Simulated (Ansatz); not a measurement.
# RhBi (P6_3/mmc): band-structure transport figures

Input:

```xyz
4
Lattice="4.1103 0.0000 0.0000 -2.0551 3.5596 0.0000 0.0000 0.0000 5.6384" Properties=species:S:1:pos:R:3 pbc="T T T"
Bi     0.0000     2.3731     1.4096
Bi     2.0551     1.1865     4.2288
Rh     0.0000     0.0000     2.8192
Rh     0.0000     0.0000     0.0000
```

These are PBEsol, rigid bands (plane waves, PAW, scalar-relativistic; Ansatz, a program for electronic structure) values and carry that method's errors. Cell: cell and atoms relaxed with PBEsol.

```
Property                                                                 Result
------------------------------------  -----------------------------------------
density of states at the Fermi level          2.58 states/(eV·cell), both spins
bare Sommerfeld coefficient                           1.52 mJ/(mol of atoms·K²)
Drude plasma energy                                6.7 (x), 6.7 (y), 5.6 (z) eV
root-mean-square Fermi velocity                                       7.0e5 m/s
resistivity times τ                   10.9 (x), 10.9 (y), 15.8 (z) ×10⁻²² Ω·m·s
```

A metal at this level (no band gap); rigid bands, thermally averaged at 300 K, both spins. Spin-orbit coupling is left out, which matters with elements this heavy. τ is one relaxation time for all states.

Formula and space group known from diffraction (Crystallography Open Database), not checked to be the room-temperature form: RhBi (P6_3/mmc).
